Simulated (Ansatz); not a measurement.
# NaI in the rock salt structure (space group Fm-3m, No. 225)

```
NaI
1.0
    0.00000     3.20105     3.20105
    3.20105     0.00000     3.20105
    3.20105     3.20105     0.00000
Na I
1 1
Direct
  0.00000   0.00000   0.00000
  0.50000   0.50000   0.50000
```

Calculations: PBEsol/PAW in Ansatz (a program for electronic structure), no spin-orbit coupling. k-mesh 9×9×9 (Γ-centred); smearing 0.05 eV (Fermi–Dirac).

| Quantity | Result |
|---|---|
| Volume per atom | 32.80 Å³ |
| Density | 3.79 g/cm³ |
| Band gap | 3.60 eV, direct at Γ |
| Electron mass | 0.26 mₑ |
| Hole mass (degenerate bands, along [100]) | 0.36, 1.5, 1.5 mₑ |
| Lowest conduction-band minima above the VBM | Γ 3.60 eV; X along ⟨100⟩ 4.47 eV; L along ⟨111⟩ 4.96 eV |
| Total energy | -4455.341 eV/atom (σ→0; compares only within this code and set-up) |

Spin-orbit coupling, missing from the scalar runs, can matter with I. Masses are band curvatures over ±0.01 Å⁻¹ around the edge. Stability against distortions was not tested.
